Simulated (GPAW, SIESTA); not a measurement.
A GPAW input for a self-consistent single point of CaCd2As2 (P-3m1, 5 atoms in the cell) (DFT LDA (Perdew-Wang 92), plane waves, GPAW PAW datasets LDA (gpaw-data 1.0.1)):

```python
from ase import Atoms
from ase.units import GPa
from gpaw import GPAW, PW, FermiDirac

atoms = Atoms(['Ca', 'Cd', 'Cd', 'As', 'As'],
              cell=[[4.413880, 0.000000, 0.000000],
                    [-2.206940, 3.822532, 0.000000],
                    [0.000000, 0.000000, 7.206060]],
              scaled_positions=[[0.000000, 0.000000, 0.000000],
                                [0.333333, 0.666667, 0.633250],
                                [0.666667, 0.333333, 0.366750],
                                [0.333333, 0.666667, 0.237660],
                                [0.666667, 0.333333, 0.762340]],
              pbc=True)

calc = GPAW(mode=PW(600),
            xc='LDA',
            kpts={'size': (7, 7, 4), 'gamma': True},
            occupations=FermiDirac(0.05),
            nbands=-6,
            convergence={'bands': -4},
            symmetry={'symmorphic': False, 'tolerance': 0.0005},
            maxiter=100)

atoms.calc = calc

energy = atoms.get_potential_energy()
print('Energy (eV):', round(energy, 6))
forces = atoms.get_forces()
print('Forces (eV/Ang):')
print(forces.round(5))
stress = atoms.get_stress()
print('Stress (GPa, Voigt):', (stress / GPa).round(4))
```

Problem. Translate this input to SIESTA.

Solution. This is the input that was run; spellings and numerical settings could be chosen otherwise.

```
# files in the folder: Ca.psml Cd.psml As.psml (PseudoDojo LDA standard)
SystemName  Ca(CdAs)2
SystemLabel ca(cdas)2

NumberOfAtoms                5
NumberOfSpecies              3
%block ChemicalSpeciesLabel
  1 20 Ca
  2 48 Cd
  3 33 As
%endblock ChemicalSpeciesLabel
LatticeConstant              1.0 Ang
%block LatticeVectors
     4.413880000    0.000000000    0.000000000
    -2.206940000    3.822532000    0.000000000
     0.000000000    0.000000000    7.206060000
%endblock LatticeVectors
AtomicCoordinatesFormat      Fractional
%block AtomicCoordinatesAndAtomicSpecies
     0.000000000    0.000000000    0.000000000  1
     0.333333000    0.666667000    0.633250000  2
     0.666667000    0.333333000    0.366750000  2
     0.333333000    0.666667000    0.237660000  3
     0.666667000    0.333333000    0.762340000  3
%endblock AtomicCoordinatesAndAtomicSpecies

XC.functional                LDA
XC.authors                   PW92
PAO.BasisSize                DZP
PAO.EnergyShift              0.01 Ry
MeshCutoff                   300 Ry
%block kgrid.MonkhorstPack
    7   0   0  0.0
    0   7   0  0.0
    0   0   4  0.0
%endblock kgrid.MonkhorstPack
OccupationFunction           FD
ElectronicTemperature        50.0 meV

MaxSCFIterations             150
SCF.Mixer.Method             Pulay
SCF.Mixer.Weight             0.25
SCF.Mixer.History            8
SCF.DM.Tolerance             1.0E-04
Diag.ParallelOverK           true
WriteForces                  true
Charge.Mulliken              end
```

Basis settings and potentials, where a program has them, do not carry over. This input uses DFT, LDA PW92, numerical atomic orbitals DZP, PseudoDojo LDA standard norm-conserving potentials (rewritten from UPF to PSML). LDA parametrisations can differ slightly between programs.

The starting cell comes from a database of computed structures (which also holds hypothetical and non-ambient phases and stackings), without a prior relaxation at this level.
